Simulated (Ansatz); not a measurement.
An Ansatz (an electronic-structure program) run: Na with a change (pressure 30 GPa); PBEsol (Ansatz), no spin-orbit coupling.

Input:

Ansatz 0.2 input:
```yaml
crystal:
  lattice:
    - [-1.6350735139, 1.6350735139, 1.6350735139]
    - [1.6350735139, -1.6350735139, 1.6350735139]
    - [1.6350735139, 1.6350735139, -1.6350735139]
  atoms:
    - { symbol: Na, position: [0, 0, 0] }
basis: { ecutwfc: 420, ecutrho_ratio: 4, xc_grid: 2, fft_grid_basis: typed }
kpoints: { mp_grid: { grid: [16, 16, 16] } }
hamiltonian:
  xc: pbesol
  dispersion: none
  pseudopotentials: { kind: paw }
scf: { occupations: { method: fermi_dirac, width: 0.05 } }
relax: { f_tol: 0.01, max_steps: 60, cell: { stress_tol: 0.02, p_target: 30 } }
output: { forces: true, stress: true }
checkpoint: { write: state.ck, write_every: 1000 }
```

Output (explanatory and most iteration lines left out):

```
Relaxation: its limit of steps is 60 (relax.max_steps)
Pseudopotential: Na, paw, valence charge 9
Crystal: 1 atoms, lattice volume = 17.485 Å³
Basis set: ecut = 420 eV, 321 PW (Γ), exchange–correlation on 40×40×40 points (8 copies of the dense FFT grid, shifted against one another)
Bands: 9, of which v1, the nominal top of the filled ones, is band 5 counted from 1 (4 counted from 0)
Symmetry: 48 space group operations
Space group: Im-3m (ITA 229), of the structure as read, at distance tolerance 2.6e-5 Å
k-points: 145 of 4096
Functional: x = pbesol(κ = 0.804, μ = 0.12345679012345678), c = pbesol(β = 0.046)
SCF iter   1: F=—  HF=-1475.142915 eV  |F-HF|=—  |Δ(HF+E_count)|=         —  Δρ=3.47e-3  dr2=8.86e-4  ethr=1.77e-3  ⟨swp⟩=5.1  Hψ=8858  notcnv=0
SCF iter   2: F=—  HF=-1475.141946 eV  |F-HF|=—  |Δ(HF+E_count)|=   9.69e-4  Δρ=4.73e-4  dr2=2.00e-5  ethr=9.84e-6  ⟨swp⟩=2.4  Hψ=3143  notcnv=0
SCF 1 converged in 6 iterations: F = -1475.141921 eV  dr2 = 2.00e-14
relax step   1: F+E_penalty+E_count = -1475.14192121 eV  Δ(F+E_penalty+E_count) = +0.000e0 eV  max|allowed force component| = 0.000e0 eV/Å  Δτ_max = 0.0000 Å  P = +22.500 GPa  Ω = 17.485 Å³  (6 SCF iters, dr2 threshold 1.00e-7 eV, accepted)
[... steps on the carried basis left out ...]
relax step   5: F+E_penalty+E_count = -1474.89863211 eV  Δ(F+E_penalty+E_count) = +1.302e-4 eV  max|allowed force component| = 0.000e0 eV/Å  Δτ_max = 0.0000 Å  P = +29.996 GPa  Ω = 15.988 Å³  stress off target by 3.76e-3 GPa  SCF on the basis re-selected at this cell (its energy is not comparable with the rows above)  (5 SCF iters)
SCF converged after 5 iterations
Free energy (F): -1474.898632 eV
Internal energy: -1474.895980 eV  (E = F + TS)
E sigma→0 (E₀):  -1474.897306 eV
Entropy (-TS):   -0.002652 eV (-2.652 meV/atom)
Fermi energy:    7.562435 eV
--- Forces (eV/Å), atoms counted from 1 ---
  atom   1  Na    -0.00000000     0.00000000     0.00000000
--- Stress (GPa, compression-positive) ---
       29.996239      -0.000000       0.000000
       -0.000000      29.996239      -0.000000
        0.000000      -0.000000      29.996239
  P = ⅓ Tr σ = 29.9962 GPa (299.962 kbar)
--- Relaxed structure (4 steps of the walk, 4 accepted, 1 SCFs on fresh bases) ---
  cell:  # Å, volume = 15.9883 Å³
    - [-1.5870146857560208, 1.5870146857560208, 1.5870146857560208]
    - [1.5870146857560208, -1.5870146857560208, 1.5870146857560208]
    - [1.5870146857560208, 1.5870146857560208, -1.5870146857560208]
  atoms:
    - { symbol: Na, position: [0.0, 0.0, 0.0] }
```

Load acts through the strain it causes; cell and atoms are relaxed under it. Stability against distortions was not tested. Competing high-pressure phases were not computed. The cell was made from Na in the bcc (W type) structure (space group Im-3m, No. 229) by this change: pressure 30 GPa.
